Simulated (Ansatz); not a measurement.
The reference is AlAs in the zinc blende structure (space group F-43m, No. 216; a = 5.675 Å). Axes: x, y, z lie along the cube axes.

Now apply this change: strain tensor (xx, yy, zz, yz, xz, xy) = (+1.44, +0.47, −0.44, +0.48, +0.60, −0.40) %, atoms relaxed at fixed cell.

The values are results of Kohn–Sham DFT with the PBEsol functional, run in Ansatz (a quantum-chemistry and plane-wave program) with PAW and 420 eV plane waves, no SOC, not measurements.

Give the band edges at the high-symmetry points of the new zone, measured from its valence-band maximum.


```
point  valence edge (eV)  conduction edge (eV)
-----  -----------------  --------------------
Γ                   0.00                  1.69
X                  -0.83                  1.95
Y                  -0.81                  1.92
Z                  -0.78                  1.96
R                  -0.90                  1.78
T                  -2.10                  1.32
U                  -2.15                  1.27
V                  -2.24                  1.23
```

The gap is 1.23 eV, indirect, Γ → V.

Whether these cells are dynamically stable was not tested. k-point labels follow each cell's own Brillouin zone.
